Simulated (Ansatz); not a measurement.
The reference is Mg2Ge in the anti-fluorite structure (space group Fm-3m, No. 225).

```xyz
3
Lattice="0.0000 3.1432 3.1432 3.1432 0.0000 3.1432 3.1432 3.1432 0.0000" Properties=species:S:1:pos:R:3 pbc="T T T"
Mg     1.5716     1.5716     1.5716
Mg     4.7149     4.7149     4.7149
Ge     0.0000     0.0000     0.0000
```

Cartesian axes are those of the cell as printed.

Computed with DFT with LDA, PAW potentials and a 420 eV plane-wave cutoff in Ansatz (a program for electronic structure), without spin-orbit coupling.

For the base:

| Property | Result |
|---|---|
| Pressure | 0.00 GPa |
| Electron mass | 0.55 mₑ along k, 0.18 mₑ across (at X) |

One thing is altered: the cell is stretched by 2.50 % along z with no lateral relaxation, atoms relaxed at fixed cell.

**Question.** Predict the new pressure.

**Answer.** The pressure (mean of the normal stresses, compression positive) goes from zero to -1.31 GPa.

**Question.** What does the calculation give for the electron mass after the change?

**Answer.** The electron mass becomes 0.54 mₑ along x, 0.18 mₑ along y, 0.19 mₑ along z (at X) (base: 0.55 mₑ along k, 0.18 mₑ across (at X)).

The levels and masses belong to the bands next to the band gap. The cells carry an imposed strain or load. Effective masses come from finite differences of ±0.01 Å⁻¹. Along k means along the line from Γ to the band edge. No phonon test of stability was made.
